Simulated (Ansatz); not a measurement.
## Converging the k-point mesh: Sb2Os (Pm, 6 atoms in the cell)

```xyz
6
Lattice="5.9475 0.0000 0.0000 0.0000 6.7033 0.0000 0.0000 0.0000 3.2334" Properties=species:S:1:pos:R:3 pbc="T T T"
Sb     1.9421     5.7548     1.6167
Sb     4.0554     0.9485     1.6167
Sb     4.8659     4.3002     0.0000
Sb     1.0816     2.4031     0.0000
Os     2.9737     3.3517     1.6167
Os     0.0000     0.0000     0.0000
```

Level of theory: LDA (PW92), default PAW files made with PBE (plane waves; Ansatz, a program for electronic structure).

Base settings: basis.ecutwfc = 420 eV; kpoints.mp_grid.grid = 3 3 7; hamiltonian.xc = lda; hamiltonian.pseudopotentials = {kind: paw} (the program's default PAW files); scf.occupations.method = fermi_dirac; scf.occupations.width = 0.05 eV.

The second cell is the first with its lattice scaled by 0.98.

Only quantities that move along the ladder and can be compared are tabulated.

The starting cell comes from a database of computed structures (which also holds hypothetical and non-ambient phases and stackings), without a prior relaxation at this level. Its lattice was rescaled by up to half a per cent. One atom was moved a little off its site on purpose. In the base run, with a pressure of about -4 GPa the cell is away from its equilibrium volume at this level. Ansatz's pressure includes its estimate of the finite-basis (Pulay) stress.

Steps (kpoints.mp_grid.grid): 1 1 2; 2 1 2; 2 2 3; 2 2 4; 3 2 4; 3 3 5; 3 3 6; 3 3 7; 4 3 7; 4 4 7; 5 4 8; 5 5 9; 6 5 10; 6 5 11; 7 6 12; 7 7 13; 8 7 15; 9 8 16; 10 9 18; 11 10 20; 12 11 22.

Problem. What is the coarsest kpoints.mp_grid.grid that holds the forces within 0.01 eV/Å of the last step, with all finer ones?

Solution. 3 3 6; the step before is off by 0.020 eV/Å.

Problem. What is the coarsest kpoints.mp_grid.grid that holds the free energy within 0.5 meV/atom of the last step, with all finer ones?

Solution. 4 4 7; the step before is off by 0.60 meV/atom.

Problem. What is the coarsest kpoints.mp_grid.grid that holds the pressure within 0.5 GPa of the last step, with all finer ones?

Solution. 2 1 2; the step before is off by 0.64 GPa.

```csv
kpoints.mp_grid.grid,free energy less the last step's (meV/atom),energy of the compressed cell less the first (meV/atom),pressure (GPa),largest difference of a force vector from the last step's (eV/Å)
1 1 2,-195.70,11.60,-3.28,0.150
2 1 2,-266.92,3.41,-4.21,0.588
2 2 3,-16.57,5.04,-3.91,0.123
2 2 4,24.44,5.35,-3.88,0.066
3 2 4,4.53,4.16,-4.01,0.026
3 3 5,3.97,4.97,-3.92,0.020
3 3 6,3.27,5.05,-3.91,0.006
3 3 7,2.56,4.87,-3.93,0.009
4 3 7,0.60,5.09,-3.90,0.006
4 4 7,0.18,4.96,-3.92,0.002
5 4 8,-0.06,4.94,-3.92,0.002
5 5 9,-0.12,4.92,-3.92,0.000
6 5 10,-0.05,4.93,-3.92,0.000
6 5 11,-0.06,4.93,-3.92,0.001
7 6 12,0.01,4.94,-3.92,0.000
7 7 13,0.00,4.94,-3.92,0.000
8 7 15,0.00,4.94,-3.92,0.000
9 8 16,0.00,4.94,-3.92,0.000
10 9 18,0.00,4.94,-3.92,0.000
11 10 20,0.00,4.94,-3.92,0.000
12 11 22,0.00,4.94,-3.92,0.000
```

The energy difference between the two cells stays within 1 meV/atom of the last step's from 2 2 3 on, the total only from 4 3 7 on: much of the error is common to both cells and cancels.

Two neighbours can agree and both be off: 3 2 4 and 3 3 5 differ by 0.56 meV/atom in the free energy, yet lie about 4.0 meV/atom from the last step.

Keys are those of Ansatz 0.2.
